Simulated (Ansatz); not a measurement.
Si vacancy + N vacancy in beta Si3N4 (start: the Si(1,4-fold) site; N(3,3-fold) 1.75 Å away; 84-site cell, 2×2×2 shifted sampling). These are PBE, PAW (plane waves to 420 eV; Ansatz, a quantum-chemistry and plane-wave program) values and carry that method's errors. Total energies of the localised charge states, counted from that of charge 0, and their image corrections (point charge with alignment); the host's valence-band maximum lies at 8.028 eV on the cells' energy zero and its gap is 4.25 eV.

```csv
charge,moment (μB),E − E(first) (eV),correction (eV)
0,3.0,0.000,0.000
−1,2.0,7.771,0.605
```

Derive the transition levels above the valence-band maximum and say which of them are thermodynamic.

A level is the Fermi energy at which two charges have equal formation energy: ε(q/q′) = [E(q′) + corr(q′) − E(q) − corr(q)] / (q − q′) − E_VBM.
ε(0/−1) = [(7.771 + 0.605) − (0.000 + 0.000)] / 1 − 8.028 = 0.35 eV
Thermodynamic levels at least 0.1 eV inside the gap: (0/−1) at 0.35 eV. They hold to tenths of an eV in this cell. Only the charges listed were compared. Charge +1 has its level within 0.1 eV of a band edge or past it. The geometries come from one start. Flagged in the runs: a host whose relaxation on this sampling wasn't shown to rest, a strain field that reaches the edge of the cell.
